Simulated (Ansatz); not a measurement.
**A computed series for hypothetical P-6m2 Ti2InB2: response to strain**

The parent structure is Ti2InB2 (space group P-6m2, No. 187; a = 3.0557 Å, c = 7.8293 Å; a hypothetical phase, not in the database extracts checked). Axes: x lies along a and z along c of the hexagonal cell.

Strains are applied to the cell and any free atomic positions relax; under biaxial strain the out-of-plane vector relaxes too; under stress the whole cell relaxes.

Method: PBEsol/PAW in Ansatz (a quantum-chemistry and plane-wave program), no spin-orbit coupling.

Notes on the quantities. energy relative to the base: free energy F; pressure: mean of the normal stresses, compression positive.

| change | energy relative to the base | volume per atom | pressure | space group |
|---|---|---|---|---|
| base | 0 meV/atom | 12.66 Å³ | 0.0 GPa | P-6m2 (No. 187) |
| biaxial strain −2.47 %, plane normal [001], relaxed out of plane | – | 12.18 Å³ | 7.5 GPa | P-6m2 (No. 187) |
| biaxial strain +1.81 %, plane normal [001], relaxed out of plane | – | 13.02 Å³ | -4.6 GPa | P-6m2 (No. 187) |
| isotropic strain +2.42 % | +30 meV/atom | 13.60 Å³ | -9.7 GPa | P-6m2 (No. 187) |
| uniaxial strain ε_xx = −3.01 % | +14 meV/atom | 12.28 Å³ | 5.6 GPa | Amm2 (No. 38) |
| uniaxial strain ε_yy = +4.14 % | (withheld) | 13.19 Å³ | (withheld) | Amm2 (No. 38) |
| uniaxial strain ε_zz = −0.61 % | +0.4 meV/atom | 12.58 Å³ | 0.9 GPa | P-6m2 (No. 187) |
| uniaxial stress, 3 GPa compression along z | +1.3 meV/atom | 12.57 Å³ | – | P-6m2 (No. 187) |
| tensor shear ε_xz = −1.30 % | +2.7 meV/atom | 12.66 Å³ | 0.1 GPa | C2 (No. 5) |
| uniaxial stress, 0.5 GPa compression along z | 0.0 meV/atom | 12.65 Å³ | – | P-6m2 (No. 187) |

Question: Complete the table.

Answer: 
- uniaxial strain ε_yy = +4.14 %, energy relative to the base: +23 meV/atom
- uniaxial strain ε_yy = +4.14 %, pressure: -6.1 GPa

Without a gap, meshes like the base's 17×17×6 leave anisotropic stresses uncertain by several tenths of a GPa, and small strain energies with them. Stability under load was not tested beyond the relaxation. The final runs are not spin-polarised. An odd electron count without spin: Ti2InB2.
